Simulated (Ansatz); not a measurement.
S on the W site (S_W) in bcc W (start: the W site; 54-site cell, 4×4×4 shifted sampling), impurity bounded by its compound with the host (Δμ(W) = 0.00 eV, Δμ(S) = -1.26 eV, bounded by bulk 2H WS2; only phases computed here count, gases as isolated molecules at 0 K). All values below come from PBE, PAW (plane waves to 420 eV; Ansatz, a first-principles code). In charge state 0 (not spin-polarised) the formation energy is 3.50 eV. The crystal has 6.19 × 10^22 W sites per cm³.

### Question
Estimate the equilibrium concentration at 900 K in the dilute limit, leaving out vibrational entropy and degeneracy.

### Answer
kT = 0.0776 eV; c = N exp(−E_f / kT) = 6.19 × 10^22 × exp(−45.1) ≈ 2 × 10^3 cm^-3. An error of 0.2 eV in E_f moves this by a factor of 13.
